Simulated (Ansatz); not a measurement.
# Si: pressure 3 GPa

The reference is Si (space group Pm-3n, No. 223; a = 4.866 Å; a model cell, its experimental status unchecked).

One thing is altered: cell and atoms relaxed at a pressure of 3 GPa.

Calculations: PBEsol/PAW in Ansatz (a program for electronic structure), no spin-orbit coupling. Settings: 10×10×10 k-points, 0.05 eV Fermi–Dirac smearing.

The volume per atom falls by 0.434 Å³ to 13.97 Å³ and the density rises by 0.10 g/cm³, from 3.24 g/cm³ to 3.34 g/cm³. The lattice parameter a shrinks by 0.093 bohr (9.196 bohr → 9.103 bohr) and the shortest interatomic distance drops by 0.047 bohr to 4.551 bohr. The enthalpy H = E + PV relative to the base's energy is +0.27 eV/atom and the band gap stays zero.

Final structure:

```
CELL_PARAMETERS angstrom
      4.81693     0.00000     0.00000
      0.00000     4.81693     0.00000
      0.00000     0.00000     4.81693
ATOMIC_POSITIONS crystal
  Si 0.25000 0.00000 0.50000
  Si 0.75000 0.00000 0.50000
  Si 0.00000 0.50000 0.25000
  Si 0.00000 0.50000 0.75000
  Si 0.50000 0.25000 0.00000
  Si 0.50000 0.75000 0.00000
  Si 0.00000 0.00000 0.00000
  Si 0.50000 0.50000 0.50000
```

Load acts through the strain it causes; cell and atoms are relaxed under it. Stability against distortions was not tested. This is not the structure that Si has at room temperature and ambient pressure.
